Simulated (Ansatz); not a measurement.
Phonon-limited transport in RuSi$_{2}$ (P4/mmm)

Consider the following.

```
CELL_PARAMETERS angstrom
      2.84692     0.00000     0.00000
      0.00000     2.84692     0.00000
      0.00000     0.00000     5.23874
ATOMIC_POSITIONS crystal
  Si 0.50000 0.50000 0.72086
  Si 0.50000 0.50000 0.27914
  Ru 0.00000 0.00000 0.00000
```

The numbers are results of PBEsol, DFPT electron-phonon coupling, linearised Boltzmann equation (plane waves, PAW, scalar-relativistic; Ansatz, a program for electronic structure), not measurements. How the cell was made: relaxed with this functional, without spin-orbit coupling.

resistivity at 300 K: 25 (x), 25 (y), 19.7 (z) μΩ·cm
electron mean free path at 300 K (weighted by the current that each state carries): 10.3 (x), 10.3 (y), 12.0 (z) nm

A metal at this level (no band gap). Only scattering by harmonic phonons is included (no impurities, grain boundaries, electron-electron scattering or thermal expansion). Spin-orbit coupling is left out. The squared frequency of the phonon mode least converged on the k mesh is uncertain by about 14 %. Halving the electron mesh (28x28x16) moves the resistivity by up to 5 % at 300 K, the mean free path by up to 10 %. Smearing 0.20 eV; phonons on a 5x5x3 q mesh, which this run doesn't test and which matters most at low temperature.

Computed structure with no diffraction record at hand here (it may be known, metastable or hypothetical): RuSi2 (P4/mmm).
